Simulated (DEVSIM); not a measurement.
System: Pt/AlN/p-Ge capacitor, at 400 K.

```
layer (left to right)  material  thickness (nm)  Na (cm⁻³)
---------------------  --------  --------------  ---------
1                           AlN            24.0          -
2                            Ge            1700     1.2e17
```

Metal gate on the left, work function 5.6 eV. Fixed charge at the semiconductor interface 0 cm⁻² (in units of +e); no interface traps.

Constants are typed, rounded textbook-type inputs, not results; the design itself was drawn at random and stands for no fabricated device. Values at 300 K; Nc and Nv go as T^1.5, mobilities as T to minus their exponent, the gap by Varshni's rule with the affinity fixed.

```csv
parameter,AlN,Ge
gap (eV),6.1,0.664
affinity (eV),1.9,4
permittivity,8.5,16
Nc (cm⁻³),-,1.04e19
Nv (cm⁻³),-,6e18
Varshni α (eV/K),-,0.000477
Varshni β (K),-,235
```

DEVSIM, 1D Poisson equation in equilibrium, Boltzmann statistics, complete ionisation; no quantum confinement or tunnelling. Metal contacts follow the ideal Schottky-Mott rule: no Fermi-level pinning, no interface dipoles.

The interface trap density was swept, all else fixed.

```tsv
interface trap density (cm^-2 eV^-1)	minimum of the low-frequency capacitance (μF/cm²)	threshold voltage (band bending 2φF) (V)	flat-band voltage (V)
0	0.151	1.84	1.13
1e10	0.151	1.84	1.12
1e11	[?]	1.85	1.12
3e11	0.163	1.86	1.10
1e12	0.185	1.92	1.04
2e12	0.208	1.99	0.96
```

### Question
What belongs in the gaps?

### Answer

- 1e11, minimum of the low-frequency capacitance (μF/cm²): 0.155
